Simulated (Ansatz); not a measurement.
End structure of a constructed model of the (111) surface of fcc Cu, a pseudomorphic layer of Os in the host's stacking (bottom of the slab: a bare face, its two planes held):

```
CELL_PARAMETERS angstrom
      2.56680     0.00000     0.00000
     -1.28340     2.22291     0.00000
      0.00000     0.00000    29.00000
ATOMIC_POSITIONS crystal
  Cu 0.33333 0.66667 0.27675
  Cu 0.66667 0.33333 0.34902
  Cu 0.00000 0.00000 0.42103
  Cu 0.33333 0.66667 0.49341
  Cu 0.66667 0.33333 0.56576
  Cu 0.00000 0.00000 0.63834
  Os 0.33333 0.66667 0.71438
```

Set-up: 7 atoms, 12.9 Å thick at the start with caps and adatoms (thin: gaps and levels are the slab's own); mesh 17x17x1; 0.1 eV smearing; dipole correction on; 2 atoms held, the rest relaxed; held to the start's symmetry, so lower structures may exist; no spin, no spin-orbit, no U. In PBE it is, or lies within 0.01 eV a 1x1 cell of, the lowest of the 2 structures of its composition computed so far; subsurface sites and larger cells were not tried.

**Question.** Predict the work function of the top face from PBE run with Ansatz (a first-principles code).

**Answer.** 5.69 eV
